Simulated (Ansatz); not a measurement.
In a (6,6) GaN nanotube, the lowest empty band has its minimum at Γ and lies 0.059 eV higher 0.0611 Å⁻¹ away along the axis.

Level of theory: PBE (plane waves to 420 eV, PAW; Ansatz, a program for electronic structure). Mesh 1×1×10. No spin polarisation. Isolated but for its images some 11 Å away. A hypothetical model, rolled from the flat sheet. Only distortions within the start's symmetry and period were free.

Task: Estimate the electron mass along the axis.

Result: For a parabola ΔE = ħ²Δk²/2m, and ħ²/2mₑ = 3.810 eV Å². So m/mₑ = 3.810 × 0.0611²/0.059 = 0.24. The curvature over a step a third as long gives 0.23; the band is close to a parabola here.
